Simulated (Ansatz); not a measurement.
**LiCl: isotropic strain −1.50 %**

Consider LiCl in the rock salt structure (space group Fm-3m, No. 225; a = 5.150 Å).

It is then changed as follows: the cell is scaled by 0.9850 in all directions; the atoms relax in the strained cell.

Computed with PBE (Ansatz, an electronic-structure program; PAW; 420 eV plane waves; no spin-orbit coupling). k-mesh 11×11×11 (Γ-centred); smearing 0.05 eV (Fermi–Dirac).

The volume per atom falls by 0.76 Å³ to 16.32 Å³ and the space group is still Fm-3m (No. 225). The shortest interatomic distance falls by 0.0386 Å to 2.537 Å and the energy increases by 3.6 meV/atom. The pressure goes from zero to 1.59 GPa and the band gap goes up by 0.26 eV (6.26 eV → 6.52 eV). The gap character stays direct at Γ and the mean gap deformation potential ΔEg/Δln V amounts to -5.8 eV. The width of the top valence band rises by 0.09 eV to 1.17 eV and the electron mass is still 0.47 mₑ (at Γ). The valley order (the lowest conduction-band minima on the path, energy above the VBM, named in the base's zone) changes from Γ 6.26 eV; L along ⟨111⟩ 6.73 eV; X along ⟨100⟩ 7.80 eV to Γ 6.52 eV; L along ⟨111⟩ 6.77 eV; X along ⟨100⟩ 7.89 eV.

Effective masses come from finite differences of ±0.01 Å⁻¹. Semilocal Kohn–Sham gaps tend to fall short of experiment. Stability against distortions was not tested.
